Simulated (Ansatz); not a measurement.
We consider cubic perovskite CsCaF₃, described by HSE06 in Ansatz (PAW).

Numerical settings: plane-wave cutoff 460 eV, 6×6×6 k mesh, Fermi–Dirac smearing 0.01 eV, scalar-relativistic PAW data made under PBE.

On both sides of the equilibrium volume: at 18.320 Å³/atom the pressure is 1.36 GPa and the direct gap at Γ 9.278 eV; at 19.259 Å³/atom they are -1.16 GPa and 8.971 eV. The fitted bulk modulus is 50.1 GPa.

Work out the volume deformation potential of this gap and its pressure coefficient, in two ways.

a_V = dE_g/d ln V = (8.971 − 9.278)/ln(19.259/18.320) = -6.14 eV. Since dP = −B d ln V, dE_g/dP = −a_V/B = 123 meV/GPa. Straight from the pressures: (9.278 − 8.971)/(1.36 − (-1.16)) = 122 meV/GPa. At this level and over this range the gap at Γ widens under pressure.

Spin–orbit coupling is not included.

Note: the relaxation could not lower the start's symmetry, so the cell can be a saddle point above a distorted one.

Ansatz is an electronic-structure program.
